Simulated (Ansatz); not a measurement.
## Response to strain in SnO2

Base system: SnO2 in the rutile structure (space group P4_2/mnm, No. 136; a = 4.8276 Å, c = 3.2381 Å). Axes: x, y, z lie along a, b, c of the conventional cell.

Strains are applied to the cell and any free atomic positions relax; under biaxial strain the out-of-plane vector relaxes too.

The values are results of Kohn–Sham DFT with the PBE functional, run in Ansatz (an electronic-structure program) with PAW and 420 eV plane waves, without spin-orbit coupling, not measurements.

```json
[
 {"biaxial strain, plane normal [001], relaxed out of plane (%)": "-3", "out-of-plane strain (%)": "2.31"},
 {"biaxial strain, plane normal [001], relaxed out of plane (%)": "-2.4", "out-of-plane strain (%)": "1.80"},
 {"biaxial strain, plane normal [001], relaxed out of plane (%)": "-1.8", "out-of-plane strain (%)": "1.32"},
 {"biaxial strain, plane normal [001], relaxed out of plane (%)": "-1.2", "out-of-plane strain (%)": "0.86"},
 {"biaxial strain, plane normal [001], relaxed out of plane (%)": "-0.6", "out-of-plane strain (%)": "?"},
 {"biaxial strain, plane normal [001], relaxed out of plane (%)": "0", "out-of-plane strain (%)": "0.00"}
]
```

Task: Fit ε⊥ = −νε + γε² (strains in %) to the rows shown and predict the withheld row.

Result: Least squares on the printed values gives ν = 0.68 (the biaxial Poisson response) and γ = 0.030 (largest residual 0.00 %); this predicts 0.42 %, and the run gives 0.42 %, in agreement.

Whether these cells are dynamically stable was not tested.
